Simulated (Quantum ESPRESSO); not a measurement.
## Short convergence ladders for Ca (Fm-3m, 1 atom in the cell)

```
CELL_PARAMETERS angstrom
      0.00000     2.79837     2.79837
      2.79837     0.00000     2.79837
      2.79837     2.79837     0.00000
ATOMIC_POSITIONS crystal
  Ca 0.00000 0.00000 0.00000
```

Base method: PBEsol, PseudoDojo standard norm-conserving (PBESOL) pseudopotentials (plane waves; Quantum ESPRESSO 7.5).

Base settings: ecutwfc = 70 Ry; occupations = smearing; smearing = gauss; degauss = 0.0073499 Ry; potentials = {Ca: Ca.upf}; K_POINTS = automatic 10 10 10 0 0 0; conv_thr = 1e-09 Ry.

The count of work is k-points × plane waves × bands × iterations; it is no time. 

**The k-point mesh at a smearing width of 0.02 eV**

In this ladder: degauss = 0.00147 Ry.

Only quantities that move along the ladder and can be compared are tabulated.

| K_POINTS | free energy less the last step's (meV/atom) | pressure (GPa) | count of work / last |
|---|---|---|---|
| automatic 4 4 4 0 0 0 | -64.28 | -1.15 | 0.016 |
| automatic 5 5 5 0 0 0 | 4.61 | -1.50 | 0.024 |
| automatic 6 6 6 0 0 0 | 29.43 | -1.44 | 0.039 |
| automatic 8 8 8 0 0 0 | 0.86 | -1.30 | 0.070 |
| automatic 9 9 9 0 0 0 | 2.36 | -1.16 | 0.070 |
| automatic 11 11 11 0 0 0 | 0.11 | -1.26 | 0.14 |
| automatic 14 14 14 0 0 0 | -0.29 | -1.22 | 0.25 |
| automatic 20 20 20 0 0 0 | 0.15 | -1.23 | 0.62 |
| automatic 24 24 24 0 0 0 | 0.00 | -1.23 | 1.0 |

Coarsest K_POINTS that holds the free energy within 5 meV/atom of the last step, with all finer ones: automatic 8 8 8 0 0 0, at 0.070 of the last step's count of work; the step before is off by 29 meV/atom.

Coarsest K_POINTS that holds the pressure within 0.05 GPa of the last step, with all finer ones: automatic 11 11 11 0 0 0, at 0.14 of the last step's count of work; the step before is off by 0.06 GPa.

**The width of Fermi-Dirac smearing**

In this ladder: smearing = fd; K_POINTS = automatic 16 16 16 0 0 0.

Narrow widths need finer meshes than wide ones, so the last steps can hold mesh noise.

Only quantities that move along the ladder and can be compared are tabulated; pressure and forces are left out, as mesh noise rules them at narrow widths.

```tsv
degauss	free energy less the last step's (meV/atom)	energy extrapolated to zero width less the last step's (meV/atom)
0.073499 Ry	-1787.06	-215.50
0.036749 Ry	-492.88	-20.63
0.02205 Ry	-178.18	-2.14
0.0147 Ry	-76.80	-1.55
0.0073499 Ry	-16.11	-1.33
0.0036749 Ry	0.00	0.00
```

Widest degauss that holds the free energy within 5 meV/atom: not settled: the last two steps still differ by 16 meV/atom, over half the tolerance, so the ladder does not show it.

Widest degauss that holds the energy extrapolated to zero width within 1 meV/atom: not settled: the last two steps still differ by 1.3 meV/atom, over half the tolerance, so the ladder does not show it.

The extrapolation to zero width removes most of the smearing's effect on the energy.

**The width of cold smearing**

In this ladder: smearing = cold; K_POINTS = automatic 16 16 16 0 0 0.

Narrow widths need finer meshes than wide ones, so the last steps can hold mesh noise.

Only quantities that move along the ladder and can be compared are tabulated; pressure and forces are left out, as mesh noise rules them at narrow widths.

```csv
degauss,free energy less the last step's (meV/atom)
0.073499 Ry,-65.05
0.036749 Ry,-12.22
0.02205 Ry,-4.30
0.0147 Ry,-1.81
0.0073499 Ry,-0.08
0.0036749 Ry,0.00
```

Widest degauss that holds the free energy within 5 meV/atom of the last step, with all finer ones: 0.02205 Ry; the step before is off by 12 meV/atom.

On the base run: the starting cell has typed, rounded lattice constants, without a prior relaxation at this level. Its lattice was rescaled by up to half a per cent.

Left out of this page: 4 runs of the series outside the window shown, repeating another row's setting, or not comparable.
